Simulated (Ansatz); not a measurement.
Ansatz (a first-principles code) run on NaTlO (P6_3mc, 6 atoms in the cell): relaxation of cell and atoms.

Method: PBEsol, PAW files made with PBE (plane waves; Ansatz).

```xyz
6
Lattice="3.4844 0.0000 0.0000 -1.7422 3.0176 0.0000 0.0000 0.0000 11.3946" Properties=species:S:1:pos:R:3 pbc="T T T"
Na     1.7422     1.0059    10.1855
Na     0.0000     2.0117     4.4882
Tl     0.0000     2.0117     1.3186
Tl     1.7422     1.0059     7.0159
O      0.0000     0.0000    11.2852
O      0.0000     0.0000     5.5879
```

Reference input (self-consistent single point, DFT, PBEsol, plane waves, PAW files made with PBE): kpoints.mp_grid.grid = 7 7 2; hamiltonian.xc = pbesol; hamiltonian.pseudopotentials = {kind: paw} (the program's default PAW files); scf.occupations.method = fixed. This run's input differs from it in these lines:

```diff
@@ -24,2 +24,4 @@
     method: fixed
+relax:
+  cell: {}
 output:
```

The program printed (abridged):

```
   [... SCF lines of the steps left out ...]
relax step   1: F+E_penalty+E_count = -26669.33336116 eV  Δ(F+E_penalty+E_count) = +0.000e0 eV  max|allowed force component| = 9.694e-2 eV/Å  Δτ_max = 0.0000 Å  P = -0.413 GPa  Ω = 119.807 Å³  (9 SCF iters, dr2 threshold 1.00e-7 eV, accepted)
relax step   2: F+E_penalty+E_count = -26669.33536727 eV  Δ(F+E_penalty+E_count) = -2.006e-3 eV  max|allowed force component| = 1.067e-1 eV/Å  Δτ_max = 0.0129 Å  P = +0.189 GPa  Ω = 119.171 Å³  energy of the carried Pulay correction = +5.109e-4 eV  [...]
   [... lines left out ...]
relax step   4: F+E_penalty+E_count = -26669.33716144 eV  Δ(F+E_penalty+E_count) = -5.775e-5 eV  max|allowed force component| = 4.601e-3 eV/Å  Δτ_max = 0.0056 Å  P = +0.007 GPa  Ω = 118.850 Å³  energy of the carried Pulay correction = +7.699e-4 eV  [...]
relax step   5: F+E_penalty+E_count = -26669.33653128 eV  Δ(F+E_penalty+E_count) = +6.302e-4 eV  max|allowed force component| = 4.649e-3 eV/Å  Δτ_max = 0.0000 Å  P = -0.004 GPa  Ω = 118.850 Å³  stress off target by 6.82e-3 GPa  SCF on the basis [...]
basis re-selected at this cell: Δ(F+E_penalty+E_count) = +6.302e-4 eV, ΔP = -0.011 GPa vs the last step
the relaxation is at rest under the 12 symmetry operations that the run kept from its start: a minimum is not shown …
Free energy (F): -26669.336531 eV
Internal energy: -26669.336531 eV  (E = F + TS)
E sigma→0 (E₀):  -26669.336531 eV
Fermi energy:    5.640842 eV
--- Forces (eV/Å), atoms counted from 1 ---
  atom   1  Na    -0.00000000     0.00000000    -0.00354811
  atom   2  Na     0.00000000    -0.00000000    -0.00354811
   [... lines left out ...]
  cell:  # Å, volume = 118.8498 Å³
   [... lines left out ...]
    - { symbol: Tl, position: [0.3333333333333333, 0.6666666666666666, 0.11552565346385718] }
    - { symbol: Tl, position: [0.6666666666666666, 0.3333333333333333, 0.6155256534638572] }
    - { symbol: O, position: [2.880056037559623e-20, 5.760112075118293e-20, 0.9912243860289166] }
    - { symbol: O, position: [2.880056037559452e-20, 5.760112075119862e-20, 0.4912243860289165] }
```

The run converged. 

Summary of the result:
```
Quantity                                                                                                                  Result
------------------------------------------------  ------------------------------------------------------------------------------
Free energy E − TS (on the zero of these files)                                                                   -26669.3365 eV
Top of the valence band (on the code's own zero)                                                                         5.64 eV
Gap on the k-point mesh                                                                                                  0.94 eV
Pressure                                                                                                                0.00 GPa
Largest force (vector length)                                                                                         0.005 eV/Å
Final cell                                        a = 3.4675 Å, b = 3.4675 Å, c = 11.4137 Å, α = 90.00°, β = 90.00°, γ = 120.00°
Final volume per atom                                                                                                   19.81 Å³
Relaxation steps                                                                                                               5
```

The starting cell comes from a database of computed structures (which also holds hypothetical and non-ambient phases and stackings), without a prior relaxation at this level. Spin-orbit coupling is off. The relaxation keeps the symmetry of its start, so its end need not be a minimum. Ansatz's pressure includes its estimate of the finite-basis (Pulay) stress.

Keys are those of Ansatz 0.2.
